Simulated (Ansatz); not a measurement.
Troubleshooting Ansatz (a program for electronic structure): a failed run on IrSe₂ (I4_1/amd, 6 atoms in the cell). The aim is a self-consistent single point with DFT, PBEsol, plane waves, default PAW files made with PBE.

Cell that was meant: a = 7.3858 Å, b = 7.3858 Å, c = 7.3858 Å, α = 139.43°, β = 139.43°, γ = 58.73°.

Part of the input:

Ansatz 0.2 input:
```yaml
  xc: pbesol
  pseudopotentials: { kind: paw }
scf:
  occupations: { method: fixed }
output:
  forces: true
  eigenvalues: true
```

Output (repeated stretches shortened):

```
SCF iter   1: F=—  HF=-45292.491725 eV  |F-HF|=—  |Δ(HF+E_count)|=         —  Δρ=4.82e-3  dr2=5.98e-2  ethr=1.77e-3  ⟨swp⟩=4.1  Hψ=3155  notcnv=0  defer=106
all-band conjugate gradients solve this SCF's bands
   [... lines left out ...]
SCF iter  97: F=—  HF=-45292.487759 eV  |F-HF|=—  |Δ(HF+E_count)|=   1.71e-6  Δρ=1.10e-3  dr2=2.23e-3  ethr=4.87e-10  ⟨swp⟩=1.0  Hψ=976  notcnv=0  defer=86
SCF iter  98: F=—  HF=-45292.487758 eV  |F-HF|=—  |Δ(HF+E_count)|=   6.52e-7  Δρ=7.74e-5  dr2=1.12e-5  ethr=4.87e-10  ⟨swp⟩=7.9  Hψ=4417  notcnv=0
SCF iter  99: F=—  HF=-45292.487758 eV  |F-HF|=—  |Δ(HF+E_count)|=   4.27e-7  Δρ=6.71e-5  dr2=8.38e-6  ethr=4.87e-10  ⟨swp⟩=1.0  Hψ=2113  notcnv=0
SCF iter 100: F=—  HF=-45292.487757 eV  |F-HF|=—  |Δ(HF+E_count)|=   8.29e-7  Δρ=3.92e-5  dr2=2.87e-6  ethr=4.87e-10  ⟨swp⟩=1.2  Hψ=2497  notcnv=0
Error: did not converge after 100 iterations: dr2 = 2.87e-6 (threshold 1.00e-7), under the density mixer `msr1`, which `scf.mixing.algorithm: auto` chose by the deck's other keys (type `scf.mixing.algorithm: msr1` to keep it); at k-index 16, counted from 0 in this SCF's own list of k-points, the highest band that the last eigensolve's fill by count filled, 6.875731 eV, and the lowest that it left empty, 6.875731 eV, lay 4.867e-13 eV apart, the closest at any k-point: where those lie closer than the levels still move from one iteration to the next, and no symmetry of the run holds them equal, such a fill need not settle, and opposed starting moments at zero total moment, or else a [...]
```

### Question
Diagnose the run.

### Answer
The fault is fixed (insulator-type) occupations in a metal. Fixed occupations assume a gap. Where bands overlap, the filling has to be decided k-point by k-point from a Fermi level. To fix it, use a smearing (or tetrahedra) with enough empty bands. The run ended unconverged after 100 iterations.

An input that runs soundly differs in these lines (not the only fix; some lines may just follow from the change or write a value another way):
```diff
-  occupations: { method: fixed }
+  occupations: { method: cold, width: 0.2 }
```

With that input, the run converged in 7 iterations: free energy E − TS (on the zero of these files) -45292.6934 eV; Fermi level (on the code's own zero) 7.30 eV; pressure -13.88 GPa; largest force (vector length) 1.308 eV/Å (DFT, PBEsol, plane waves, default PAW files made with PBE).

On the sound input: the starting cell was generated: these elements placed on a structure prototype, without a prior relaxation; it need not be a known phase or ordering of this composition. Spin polarisation is off. With a pressure of about -14 GPa the cell is away from its equilibrium volume at this level. Forces in this geometry exceed 1 eV/Å. Ansatz's pressure includes its estimate of the finite-basis (Pulay) stress.
